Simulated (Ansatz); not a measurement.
Take NbN in the rock salt structure (space group Fm-3m, No. 225; a = 4.4213 Å) as the base.

Computed with PBE in Ansatz (plane waves to 420 eV, PAW, scalar-relativistic without spin-orbit coupling).

One change was made to it. Results:

```csv
quantity,base,after
lattice parameter a,442.1 pm,430.3 pm
band gap,zero,zero
```

Task: What was done to the base?
A) pressure 100 GPa
B) pressure 15 GPa
C) pressure 75 GPa
D) pressure −1 GPa
E) pressure 30 GPa

Result: E, pressure 30 GPa. For comparison, the lattice parameter a in the other runs: pressure −1 GPa gives 442.6 pm; pressure 100 GPa gives 412.6 pm; pressure 15 GPa gives 435.6 pm; pressure 75 GPa gives 417.9 pm.

Load acts through the strain it causes; cell and atoms are relaxed under it. No phonon test of stability was made. Competing high-pressure phases were not computed. All final runs are without spin polarisation.

Ansatz is an electronic-structure program.
